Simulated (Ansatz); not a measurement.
Stishovite (SiO2) was calculated with LDA (Ansatz, an electronic-structure program, plane waves, PAW).

Run with plane-wave cutoff 520 eV, 8×8×12 k mesh (along the axes of the cell as run), Fermi–Dirac smearing 0.01 eV, scalar-relativistic PAW data made under PBE.

The cell is scaled about its equilibrium volume:

Shape and atoms are relaxed at each volume.

```tsv
V (Å³/atom)	P (GPa)	direct gap at Γ (eV)	c (Å)	a (Å)
7.353	13.90	6.490	2.637	4.090
7.506	6.54	6.138	2.650	4.122
7.659	0.00	5.807	2.662	4.155
7.812	-5.79	5.497	2.672	4.189
7.965	-10.86	5.210	2.681	4.222
```

A straight line through the gaps at Γ against ln V gives a volume deformation potential dE_g(Γ)/d ln V of -16.0 eV: the gap at Γ widens under compression.

Note: the bulk modulus comes from volumes at which shape and atoms were relaxed.
